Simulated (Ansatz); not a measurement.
How a calculation on PbAu₃ (Fm-3m, 4 atoms in the cell) responds to its settings

```xyz
4
Lattice="0.0000 3.4820 3.4820 3.4820 0.0000 3.4820 3.4820 3.4820 0.0000" Properties=species:S:1:pos:R:3 pbc="T T T"
Pb     3.4820     3.4820     3.4820
Au     5.2230     5.2230     5.2230
Au     1.7410     1.7410     1.7410
Au     0.0000     0.0000     0.0000
```

Base run A: r2SCAN, default PAW files made with PBE run with Ansatz (a program for electronic structure), self-consistent single point.

Its settings: kpoints.mp_grid.grid = 7 7 7; hamiltonian.xc = r2scan; hamiltonian.pseudopotentials = {kind: paw} (the program's default PAW files); scf.occupations.method = gaussian; scf.occupations.width = 0.2 eV.

The starting cell comes from a database of computed structures (which also holds hypothetical and non-ambient phases and stackings), without a prior relaxation at this level. In the base run, with a pressure of about -3 GPa the cell is away from its equilibrium volume at this level. Ansatz's pressure includes its estimate of the finite-basis (Pulay) stress.

```tsv
run	change	pressure (GPa)
A	base	-3.29
B	hamiltonian.xc: r2scan → lda [LDA (PW92)]	-9.80
C	hamiltonian.xc: r2scan → pbesol [PBEsol]	-6.75
D	hamiltonian.xc: r2scan → blyp [BLYP]	6.79
```

Run D against A: The pressure goes from -3.29 to 6.79 GPa.

Run B against A: The pressure goes from -3.29 to -9.80 GPa.

Left out of this page: 2 runs of the series held back from this collection.

Keys are those of Ansatz 0.2.
